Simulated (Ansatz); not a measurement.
The parent structure is SiO$_{2}$ (space group P4_12_12, No. 92; a = 5.0828 Å, c = 7.0981 Å).

All numbers come from PBE/PAW in Ansatz (a program for electronic structure), spin-orbit coupling left out, earlier PAW set.

Base values:

The electron mass comes out as 0.54 mₑ (at Γ). The band gap is 5.52 eV and the shortest interatomic distance is 1.625 Å. The valence-band top at Γ comes out as 0.00, -0.25, -0.25 eV.

Modification: cell and atoms relaxed at a pressure of 10 GPa.

Question: How does this affect the electron mass?

Answer: The electron mass becomes 0.47 mₑ (at Γ) (base: 0.54 mₑ (at Γ)).

Question: What does the calculation give for the band gap after the change?

Answer: The band gap goes up by 0.387 eV to 5.90 eV.

Question: How does this affect the shortest interatomic distance?

Answer: The shortest interatomic distance falls by 0.006 Å to 1.619 Å.

Question: Estimate the effect on the valence-band top at Γ.

Answer: The valence-band top at Γ (three highest levels, from the VBM) goes from 0.00, -0.25, -0.25 eV to 0.00, -0.82, -0.82 eV.

Load acts through the strain it causes; cell and atoms are relaxed under it. Effective masses come from finite differences of ±0.01 Å⁻¹. Stability against distortions was not tested. Competing high-pressure phases were not computed.
